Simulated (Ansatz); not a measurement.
The starting structures come from a database of crystals and need not be the phases stable at ambient conditions.

Here is the system:

```yaml
crystal:
  lattice:
    - [3.68318, 0.00000, 0.00000]
    - [0.00000, 3.68318, 0.00000]
    - [1.84159, -1.84159, 2.60440]
  atoms:
    - { symbol: Mg, position: [0.00000, 0.00000, 0.00000] }
    - { symbol: S, position: [0.50000, 0.50000, 0.00000] }
```

The cell is taken as given.

Transport runs along the normal of the first two printed cell vectors, the (001) plane of the conventional cell.

The gap is the functional's own, uncorrected, and κ follows it; spin-orbit coupling is left out. Mid-gap means the computed energy nearest the middle.

State the band gap and the smallest decay constant κ at mid-gap according to r2SCAN (Ansatz, a quantum-chemistry and plane-wave program).

Gap 3.46 eV on a 12×12×12 mesh; κ = 0.270 1/Å, at the zone centre.
